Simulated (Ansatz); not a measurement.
## V: pressure 2.1 GPa

Base system: V in the bcc (W type) structure (space group Im-3m, No. 229; a = 2.9587 Å).

It is then changed as follows: cell and atoms relaxed at a pressure of 2.1 GPa.

All numbers come from PBEsol (Ansatz, an electronic-structure program, PAW, scalar-relativistic without spin-orbit coupling). Settings: 22×22×22 k-points, 0.05 eV Fermi–Dirac smearing.

The volume per atom falls by 0.13 Å³ (12.95 Å³ → 12.82 Å³) and the shortest interatomic distance decreases by 0.009 Å to 2.553 Å. The enthalpy H = E + PV relative to the base's energy comes out as +0.17 eV/atom and the band gap is still zero.

Load acts through the strain it causes; cell and atoms are relaxed under it. Stability against distortions was not tested. Starting moments died away, wholly or in part, for the base; another magnetic solution may exist. The final runs are not spin-polarised.
